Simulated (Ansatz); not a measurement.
How the enthalpy of formation of TiGe (model structure, started from the WC type, P-6m2, No. 187, 2 atoms in the cell) moves with the method

No measured value is used here.

| level (code) | value (eV/atom) |
|---|---|
| PBE (Ansatz) | -0.433 |
| PBEsol (Ansatz) | -0.511 |
| PBE-D3(BJ) (Ansatz) | -0.509 |

Each level is taken at its own relaxed cell. Ansatz's density-functional and Hartree–Fock values are scalar-relativistic unless marked +SOC, with PAW data made under PBE.

A model structure was made by putting elements into a prototype or built by hand; it is no filed structure, need not be a known phase, and can be a saddle point held by its symmetry.

Ansatz is a program for electronic structure.
